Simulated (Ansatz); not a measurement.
The starting structures come from a database of crystals and need not be the phases stable at ambient conditions.

Evanescent states of RbNbAsClO$_{5}$ (P4/nmm, 18 atoms a cell, 20.2 Å³ an atom, -5 GPa at this level) along the normal of (001)

All values below come from r2SCAN (plane waves, PAW; Ansatz, a program for electronic structure).

The gap is the functional's own. No spin-orbit coupling. Mid-gap values are those at the computed energy nearest the middle.

Energies count from the valence-band top; κ is the least over a 6×6 mesh across the current.

```tsv
E (eV)	κ (1/Å)	where
0.09	0.119	Γ
0.27	0.196	off Γ
0.45	0.239	off Γ
0.63	0.272	off Γ
0.81	0.297	off Γ
0.99	0.318	off Γ
1.17	0.335	off Γ
1.35	0.350	off Γ
1.53	0.362	Γ
1.71	0.372	Γ
1.89	0.381	Γ
2.07	0.388	Γ
2.25	0.394	Γ
2.43	0.398	Γ
2.61	0.402	Γ
2.79	0.404	Γ
2.97	0.405	Γ
3.15	0.403	off Γ
3.33	0.396	off Γ
3.51	0.370	off Γ
```

Task: How thick must the barrier be to attenuate the transmission by 10^6 when the electrodes' Fermi level lies at 1.35 eV, and what attenuation does that film give at 2.43 eV?

Result: d = 6 ln 10 / (2 × 0.350) = 19.7 Å. At 2.43 eV it gives 6 × 0.398/0.350 = 6.8 decades.
